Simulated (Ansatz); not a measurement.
We look at the formation energy of CaO (rock salt, Fm-3m) from the elements. Reaction: Ca (fcc) + 1/2 O2 (gas) → CaO (rock salt). Negative: the products are lower in energy. The value is per atom of the solid.

CaO (rock salt, Fm-3m), 2 atoms in the cell, k-point mesh 12×12×12 on the run's own vectors.
```
CELL_PARAMETERS angstrom
      0.00000     2.41510     2.41510
      2.41510     0.00000     2.41510
      2.41510     2.41510     0.00000
ATOMIC_POSITIONS crystal
  Ca 0.00000 0.00000 0.00000
  O  0.50000 0.50000 0.50000
```

Ca (fcc, Fm-3m), 1 atom in the cell, k-point mesh 18×18×18 on the run's own vectors. Conventional cell: a = b = c = 5.526 Å, α = β = γ = 90.00°.

An isolated O2 molecule (triplet) in a box of 11 × 11 × 13 Å.

Computed with Ansatz (plane waves, PAW), its PAW set soft_1, cutoff 420 eV, 500 eV for r2SCAN. The structures are at rest with PBE; other levels are single points on them, but for the rows marked own geometry. HSE06 runs on coarser k-point meshes, mended by the PBE difference between the two meshes. Some cells are metallic or hold partly filled levels, where a hybrid on a coarse mesh is less sure. Neutral cells; Fermi-Dirac smearing of at most 0.10 eV in the solids, energies taken to zero width. The lattices are those relaxed with PBE, so at other levels the solids can be strained, which adds to the spread. A dispersion term (D3(BJ), or D4 for r2SCAN) was computed beside these levels and is taken off wherever the name lacks it. Space groups of crystals are read within 0.01 Å. Static lattices, no vibrational contributions.

Predict the value from PBE.

-2.95 eV/atom, for Ca (fcc) + 1/2 O2 (gas) → CaO (rock salt).

How does the value move with the functional?


```
Level                  value (eV/atom)  less PBE
---------------------  ---------------  --------
PBE+D3(BJ)                       -3.10     -0.15
HSE06+D3(BJ)                     -3.19     -0.24
r2SCAN (own geometry)            -3.22     -0.27
```

The levels shown span 0.27 eV/atom, from r2SCAN (own geometry) (-3.22) to PBE (-2.95).

Ansatz is an electronic-structure program.
